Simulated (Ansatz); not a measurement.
The parent structure is Pd in the fcc (Cu type) structure (space group Fm-3m, No. 225; relaxed with 0.1 eV smearing).

```yaml
crystal:
  lattice:
    - [0.00000, 1.93885, 1.93885]
    - [1.93885, 0.00000, 1.93885]
    - [1.93885, 1.93885, 0.00000]
  atoms:
    - { symbol: Pd, position: [0.00000, 0.00000, 0.00000] }
```

Cartesian axes are those of the cell as printed.

Method: PBEsol, PAW, 420 eV (Ansatz, a first-principles code; without spin-orbit coupling).

Before the change:

- Shortest interatomic distance = 2.742 Å

The change: compressive biaxial strain of 1.34 % in the plane normal to [001], as in epitaxy on a mismatched substrate; the out-of-plane cell vector and the atoms relax.

Task: How does this affect the energy relative to the base, shortest interatomic distance, in-plane stress and ratio −ε⊥/ε∥?

Result: The energy rises by 2.9 meV/atom; the shortest interatomic distance shrinks by 0.037 Å (2.742 Å → 2.705 Å); the mean in-plane stress (compression positive) amounts to +2.5 GPa; the ratio −ε⊥/ε∥ is 1.46.

No phonon test of stability was made. The final runs are not spin-polarised.
